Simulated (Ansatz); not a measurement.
Start from Pd in the fcc (Cu type) structure (space group Fm-3m, No. 225; a = 3.876 Å).

Level of theory: Ansatz (a first-principles code), PBEsol, PAW, cutoff 420 eV, without spin-orbit coupling.

One change was made to it. Results:

The shortest interatomic distance shrinks by 0.019 Å to 2.722 Å; the density rises by 0.26 g/cm³ (12.14 g/cm³ → 12.40 g/cm³).

**Question.** Which of these changes matches the shifts?
A) pressure 2.1 GPa
B) pressure 22.5 GPa
C) pressure −2 GPa
D) pressure 4.5 GPa

**Answer.** D, pressure 4.5 GPa. For comparison, the shortest interatomic distance in the other runs: pressure −2 GPa gives 2.750 Å; pressure 2.1 GPa gives 2.731 Å; pressure 22.5 GPa gives 2.662 Å.

Load acts through the strain it causes; cell and atoms are relaxed under it. Stability against distortions was not tested. Competing high-pressure phases were not computed. The final runs are not spin-polarised.
